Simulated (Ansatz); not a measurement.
# Ansatz run on BaTiO3 (R3m, 5 atoms in the cell): self-consistent single point

Computed with LDA (PW92), default PAW files made with PBE (plane waves; Ansatz, an electronic-structure program).

Input as run:

Ansatz 0.2 input:
```yaml
# BaTiO3
crystal:
  lattice:
    - [2.834014, 1.636219, 2.323882]
    - [-2.834014, 1.636219, 2.323882]
    - [0.000000, -3.272438, 2.323882]
  atoms:
    - { symbol: Ba, position: [0.000140, 0.000140, 0.000140] }
    - { symbol: Ti, position: [0.513330, 0.513330, 0.513330] }
    - { symbol: O, position: [0.488950, 0.979720, 0.488950] }
    - { symbol: O, position: [0.488950, 0.488950, 0.979720] }
    - { symbol: O, position: [0.979720, 0.488950, 0.488950] }
basis:
  ecutwfc: 420.0
kpoints:
  mp_grid: { grid: [6, 6, 6] }
hamiltonian:
  xc: lda
  pseudopotentials: { kind: paw }
scf:
  occupations: { method: fermi_dirac, width: 0.01 }
output:
  forces: true
  eigenvalues: true
  stress: true
```

Output, abridged:

```
WARN ansatz: RAYON_NUM_THREADS=1 ignored (pool sized by the plan → 1); use --threads N
Pseudopotentials: kind: paw
Pseudopotential: Ba, paw, valence charge 10
Pseudopotential: Ti, paw, valence charge 12
Pseudopotential: O, paw, valence charge 6
Crystal: 5 atoms, lattice volume = 64.656 Å³
Basis set: ecut = 420 eV, 1261 PW (Γ)
Bands: 25, of which v1, the nominal top of the filled ones, is band 20 counted from 1 (19 counted from 0)
Symmetry: 6 space group operations
Space group: R3m (ITA 160), of the structure as read, at distance tolerance 4.0e-5 Å
k-points: 32 of 216 (time reversal used)
PAW frozen core: Ba, regenerated for the run's functional, and the local potential with it
PAW frozen core: Ti, regenerated for the run's functional, and the local potential with it
PAW frozen core: O, regenerated for the run's functional, and the local potential with it
Initial density: superposition of atomic densities (neutral atoms: chi_scale 0, normalization atom), corrected by the library's trained network
Initial wavefunctions: pseudopotential atomic-orbital guess
Eigensolver: davidson
Functional: x = slater, c = lda
SCF iter   1: F=—  HF=-9904.479553 eV  |F-HF|=—  |Δ(HF+E_count)|=         —  Δρ=1.90e-2  dr2=2.27e-1  ethr=1.77e-3  ⟨swp⟩=6.5  Hψ=4087  notcnv=0
all-band conjugate gradients solve this SCF's bands
preconditioner: auto → Resta (q_TF=auto, 2.518 Å⁻¹)
SCF iter   2: F=—  HF=-9904.438001 eV  |F-HF|=—  |Δ(HF+E_count)|=   4.16e-2  Δρ=5.82e-3  dr2=2.69e-2  ethr=5.68e-4  ⟨swp⟩=2.8  Hψ=1590  notcnv=0  defer=32
SCF iter   3: F=—  HF=-9904.433929 eV  |F-HF|=—  |Δ(HF+E_count)|=   4.07e-3  Δρ=2.06e-3  dr2=3.48e-3  ethr=6.73e-5  ⟨swp⟩=2.0  Hψ=1169  notcnv=0  defer=32
SCF iter   4: F=—  HF=-9904.433239 eV  |F-HF|=—  |Δ(HF+E_count)|=   6.91e-4  Δρ=1.90e-4  dr2=3.80e-5  ethr=8.69e-6  ⟨swp⟩=2.0  Hψ=1361  notcnv=0  defer=32
SCF iter   5: F=—  HF=-9904.433231 eV  |F-HF|=—  |Δ(HF+E_count)|=   8.14e-6  Δρ=3.54e-5  dr2=8.72e-7  ethr=9.49e-8  ⟨swp⟩=2.4  Hψ=1287  notcnv=0  defer=32
SCF iter   6: F=-9904.433230 eV  HF=-9904.433230 eV  |F-HF|=1.34e-8  |Δ(HF+E_count)|=   2.83e-7  Δρ=6.93e-6  dr2=2.94e-8  ethr=2.50e-10  ⟨swp⟩=10.2  Hψ=4492  notcnv=0
SCF 1 converged in 6 iterations: F = -9904.433230 eV  dr2 = 2.94e-8
SCF converged after 6 iterations
Free energy (F): -9904.433230 eV
Harris-Foulkes:  -9904.433230 eV  (|F-HF|=1.34e-8)
Internal energy: -9904.433230 eV  (E = F + TS)
E sigma→0 (E₀):  -9904.433230 eV
Fermi energy:    10.926371 eV
--- Per-component energies (eV) ---
  E_band       = -153.891325
  E_kinetic    = 965.685471
  E_local      = -2132.856829  (includes V_loc(G=0)·N_el)
  E_nonlocal   = 216.385572
  E_hartree    = 827.542800
  E_xc         = -484.849773
  E_vxc        = -542.113657  (∫ρ·V_xc dr)
  E_paw        = -6495.024558  (= ΣΔE_a)
  E_vpaw       = -316.084095  (= ΣTr[D̂ρ^β])
  E_aug_tail   = 0.007371  (compensation charges beyond the density's cutoff)
  E_ewald      = -2802.222514
  E_core_change = 0.899230  (= ΣΔE_core)
  E_smearing   = -0.000000  (= −TS)
  E_closure    = 0.000000  (closes the sum)
  Σ components = -9904.433230   (vs F -9904.433230, Δ=0.00e0)
--- Forces (eV/Å), atoms counted from 1 ---
  atom   1  Ba     0.00000000     0.00000000     0.07366742
  atom   2  Ti     0.00000000     0.00000000     0.13685171
  atom   3  O      0.03184901    -0.01838804    -0.07015432
  atom   4  O      0.00000000     0.03677607    -0.07015432
  atom   5  O     -0.03184901    -0.01838804    -0.07015432
  max |Σ_I F_I| component: 5.62e-5 eV/Å
--- Stress (GPa, compression-positive) ---
       -7.054914      -0.000000      -0.000000
       -0.000000      -7.054914      -0.000000
       -0.000000      -0.000000      -7.004087
  P = ⅓ Tr σ = -7.0380 GPa (-70.380 kbar)
  The stress holds the Pulay correction. Without it, at fixed plane waves, as pw.x and ABINIT print it: P = -7.7860 GPa
--- Band table (eV; the first three rows and the last of 32) ---
  k-point 0: bands = ["-45.8557", "-22.4432", "-22.4432", "-22.4339", "-14.8308", "-6.7184", "-6.0174", "-6.0174", "0.0158", "0.0158", "0.0173", "7.5607", "7.5607", "7.5663", "8.4116", "8.4116", "8.6595", "9.2348", "9.3792", "9.3792", "12.1032", [...]
  k-point 1: bands = ["-45.8554", "-22.4543", "-22.4426", "-22.4353", "-14.8020", "-6.7404", "-6.0086", "-5.9940", "0.0559", "0.0581", "0.1270", "7.1093", "7.4790", "7.4934", "8.1430", "8.1698", "8.4890", "8.8335", "9.2606", "9.2800", "12.1500", [...]
  k-point 2: bands = ["-45.8550", "-22.4796", "-22.4415", "-22.4348", "-14.7433", "-6.8670", "-5.9907", "-5.8439", "0.1390", "0.1447", "0.3438", "6.2756", "7.2309", "7.2488", "7.8122", "7.8361", "8.1749", "8.3041", "8.9533", "9.0473", "12.2220", [...]
  k-point 31: bands = ["-45.8530", "-22.4887", "-22.4887", "-22.4791", "-14.5719", "-5.8072", "-5.7942", "-5.7942", "-0.7192", "-0.7192", "-0.7086", "5.4092", "6.1220", "6.1220", "7.4130", "7.4130", "7.4580", "9.7302", "9.7302", "9.7490", "14.0697", [...]
```

The run converged in 6 iterations.

The starting cell comes from a database of computed structures (which also holds hypothetical and non-ambient phases and stackings), without a prior relaxation at this level. Its lattice was rescaled by up to half a per cent. With a pressure of about -7 GPa the cell is away from its equilibrium volume at this level. Ansatz's pressure includes its estimate of the finite-basis (Pulay) stress. Without the estimate this run gives -7.79 GPa.
